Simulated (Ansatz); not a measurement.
Start from Li in the bcc (W type) structure (space group Im-3m, No. 229; a = 3.434 Å; relaxed with 0.1 eV smearing). Axes: x, y, z lie along the cube axes.

All numbers come from PBEsol/PAW in Ansatz (a first-principles code), spin-orbit coupling left out.

Base values:

| Item | Result |
|---|---|
| Pressure | 0.0 GPa |
| Shortest interatomic distance | 2.974 Å |

The change: uniaxial strain ε_zz = −1.50 %, all other strain components held at zero; the atoms relax in the strained cell.

Task: Estimate the effect on the pressure.

Result: The pressure (mean of the normal stresses, compression positive) goes from zero to 0.2 GPa.

Task: What does the calculation give for the energy relative to the base after the change?

Result: The energy stays essentially unchanged.

Task: What does the calculation give for the shortest interatomic distance after the change?

Result: The shortest interatomic distance decreases by 0.015 Å, from 2.974 Å to 2.959 Å.

Whether these cells are dynamically stable was not tested.
